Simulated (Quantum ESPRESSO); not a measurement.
A self-consistent single point of ScSi2Cu2 (I4/mmm, 5 atoms in the cell) with Quantum ESPRESSO.

Computed with PBEsol, SSSP 1.1.2 efficiency (PBE) pseudopotentials (plane waves; Quantum ESPRESSO 7.5).

```yaml
crystal:
  lattice:
    - [-1.90284, 1.90284, 5.01380]
    - [1.90284, -1.90284, 5.01380]
    - [1.90284, 1.90284, -5.01380]
  atoms:
    - { symbol: Sc, position: [0.00000, 0.00000, 0.00000] }
    - { symbol: Si, position: [0.61353, 0.61353, 0.00000] }
    - { symbol: Si, position: [0.38647, 0.38647, 0.00000] }
    - { symbol: Cu, position: [0.25000, 0.75000, 0.50000] }
    - { symbol: Cu, position: [0.75000, 0.25000, 0.50000] }
```

Reference input (self-consistent single point, DFT, LDA (PZ), plane waves, GBRV 1.5 ultrasoft (LDA) pseudopotentials): ecutwfc = 50 Ry; ecutrho = 400 Ry; occupations = smearing; smearing = fermi-dirac; degauss = 0.0099958 Ry; potentials = {Sc: sc_lda_v1.uspp.F.UPF, Si: si_lda_v1.uspp.F.UPF, Cu: cu_lda_v1.2.uspp.F.UPF}; K_POINTS = automatic 9 9 9 0 0 0; conv_thr = 1e-10 Ry; mixing_beta = 0.7. This run's input differs from it in these lines:

```diff
@@ -13,4 +13,4 @@
     ntyp = 3
-    ecutwfc = 50
-    ecutrho = 400
+    ecutwfc = 60
+    ecutrho = 480
     occupations = 'smearing'
@@ -18,2 +18,3 @@
     degauss = 0.0099958
+    input_dft = 'pbesol'
 /
@@ -24,5 +25,5 @@
 ATOMIC_SPECIES
-Sc    44.9559  sc_lda_v1.uspp.F.UPF
-Si    28.0850  si_lda_v1.uspp.F.UPF
-Cu    63.5460  cu_lda_v1.2.uspp.F.UPF
+Sc    44.9559  Sc_ONCV_PBE-1.0.oncvpsp.upf
+Si    28.0850  Si.pbe-n-rrkjus_psl.1.0.0.UPF
+Cu    63.5460  Cu_pbe_v1.2.uspp.F.UPF
 ATOMIC_POSITIONS {crystal}
```

The program printed (abridged):

```
     Self-consistent Calculation

     iteration #  1     ecut=    60.00 Ry     beta= 0.70

---- Real-time Memory Report at c_bands before calling an iterative solver
           344 MiB given to the printing process from OS
           228 MiB allocation reported by mallinfo(arena+hblkhd)
------------------

     total energy              =    -918.51280469 Ry
     estimated scf accuracy    <       4.43946200 Ry

     iteration #  2     ecut=    60.00 Ry     beta= 0.70

---- Real-time Memory Report at c_bands before calling an iterative solver
           506 MiB given to the printing process from OS
   [... lines left out ...]

---- Real-time Memory Report at c_bands before calling an iterative solver
           513 MiB given to the printing process from OS
           261 MiB allocation reported by mallinfo(arena+hblkhd)
------------------

     total energy              =    -921.38734114 Ry
     estimated scf accuracy    <          8.6E-10 Ry

     iteration # 16     ecut=    60.00 Ry     beta= 0.70

---- Real-time Memory Report at c_bands before calling an iterative solver
           513 MiB given to the printing process from OS
           261 MiB allocation reported by mallinfo(arena+hblkhd)
------------------
     End of self-consistent calculation

     the Fermi energy is    12.8329 ev

!    total energy              =    -921.38734114 Ry
     estimated scf accuracy    <          7.7E-12 Ry
     smearing contrib. (-TS)   =      -0.00552706 Ry
     internal energy E=F+TS    =    -921.38181408 Ry

     convergence has been achieved in  16 iterations

     Forces acting on atoms (cartesian axes, Ry/au):

     atom    1 type  1   force =    -0.00000000   -0.00000000    0.00000000
     atom    2 type  2   force =     0.00000000    0.00000000    0.00406063
     atom    3 type  2   force =     0.00000000    0.00000000   -0.00406063
     atom    4 type  3   force =     0.00000000    0.00000000    0.00000000
     atom    5 type  3   force =     0.00000000    0.00000000    0.00000000

     Total force =     0.005743     Total SCF correction =     0.000003

          total   stress  (Ry/bohr**3)                   (kbar)     P=      -21.13
  -0.00015436   0.00000000   0.00000000          -22.71        0.00        0.00
   0.00000000  -0.00015436   0.00000000            0.00      -22.71        0.00
   0.00000000   0.00000000  -0.00012219            0.00        0.00      -17.97

   JOB DONE.
```

The run converged in 16 iterations. Against the reference run the pressure goes from -6.55 to -2.11 GPa and the largest force goes from 0.178 to 0.104 eV/Å.

The starting cell comes from a database of computed structures (which also holds hypothetical and non-ambient phases and stackings), without a prior relaxation at this level. Its lattice was rescaled by a random factor within 2.5 % of one. Spin polarisation is off.

Cost on one core of a shared machine: roughly 3 min.
